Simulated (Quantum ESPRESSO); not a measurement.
A series of runs on MnO (Fm-3m, 2 atoms in the cell)

```
CELL_PARAMETERS angstrom
      0.00000     2.26261     2.26261
      2.26261     0.00000     2.26261
      2.26261     2.26261     0.00000
ATOMIC_POSITIONS crystal
  Mn 0.00000 0.00000 0.00000
  O  0.50000 0.50000 0.50000
```
Moments meant for the start (each program seeds them in its own way; μB, in the order of the atoms Mn O): 4.0 0.0.

Base run A: PBE, SSSP 1.1.2 precision (PBE) pseudopotentials (Quantum ESPRESSO), self-consistent single point.

Its settings: ecutwfc = 65 Ry; ecutrho = 520 Ry; occupations = smearing; smearing = marzari-vanderbilt; degauss = 0.0073499 Ry; nspin = 2; potentials = {Mn: mn_pbe_v1.5.uspp.F.UPF, O: O.pbe-n-kjpaw_psl.0.1.UPF}; K_POINTS = automatic 9 9 9 0 0 0; conv_thr = 1e-11 Ry; mixing_beta = 0.4.

The starting cell comes from a database of computed structures (which also holds hypothetical and non-ambient phases and stackings), without a prior relaxation at this level. Its lattice was rescaled by a random factor within 2.5 % of one. With one magnetic atom in the cell only a parallel order is possible. In the base run, with a pressure of about -6 GPa the cell is away from its equilibrium volume at this level.

ΔF is the free energy per atom less that of run A. A dash stands where there is no value to compare (another energy zero or no entropy term, no result, no spin, no clean gap, or a mesh too coarse for one). 

| run | tot_magnetization | ΔF (meV/atom) | pressure (GPa) | size of the net moment (μB/atom) | ending |
|---|---|---|---|---|---|
| A | default | 0.00 | -6.25 | 2.44 | converged |
| B | 0 | 1238.9 | -37.23 | 0.00 | converged |
| C | 1 | – | – | – | not converged |
| D | 2 | 857.3 | -33.28 | 1.00 | converged |
| E | 3 | 496.6 | -27.83 | 1.50 | converged |
| F | 4 | 157.4 | -18.71 | 2.00 | converged |
| G | 5 | 6.1 | -3.54 | 2.50 | converged |
| H | 6 | 1684.7 | 26.03 | 3.00 | converged |

Lowest: run A, 6.1 meV/atom below the next (run G). Site moments there: Mn 4.15, O 0.23 μB. States that were not tried could lie lower.

Runs B lost their moments and ended non-magnetic.
